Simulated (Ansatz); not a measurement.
**Effect of pressure 1.5 GPa on ZnCu2SnS4**

Base system: ZnCu2SnS4 (space group I-4, No. 82; a = 5.414 Å, c = 10.823 Å).

It is then changed as follows: a hydrostatic pressure of 1.5 GPa.

Computed with r2SCAN/PAW in Ansatz (an electronic-structure program), no spin-orbit coupling, earlier PAW set. Settings: 9×9×9 k-points, 0.05 eV Fermi–Dirac smearing.

The volume per atom decreases by 0.37 Å³, from 19.83 Å³ to 19.46 Å³ and the density goes up by 0.09 g/cm³ (4.60 g/cm³ → 4.69 g/cm³). The c/a ratio remains 1.999 and the enthalpy H = E + PV relative to the base's energy is +0.18 eV/atom. The band gap grows by 0.06 eV to 0.53 eV and the gap character is still direct at Γ. The mean gap deformation potential ΔEg/Δln V is -3.1 eV and the electron mass goes from 0.11 mₑ (at Γ) to 0.12 mₑ (at Γ). The hole mass changes from 0.12 mₑ along c, 0.81 mₑ across (at Γ) to 0.13 mₑ along c, 0.78 mₑ across (at Γ) and the valence-band top at Γ (three highest levels, from the VBM) becomes 0.00, -0.06, -0.06 eV (base: 0.00, -0.07, -0.07 eV). The valley order (the lowest conduction-band minima on the path, energy above the VBM, named in the base's zone) goes from Γ 0.47 eV; X (0, 0, 1/2) 0.85 eV to Γ 0.53 eV; X (0, 0, 1/2) 0.89 eV.

Cost of the whole job for the changed cell (relaxation, final SCF and bands): around 17 core-minutes (rough).

Load acts through the strain it causes; cell and atoms are relaxed under it. Effective masses come from finite differences of ±0.01 Å⁻¹. Stability against distortions was not tested. The final runs are not spin-polarised.
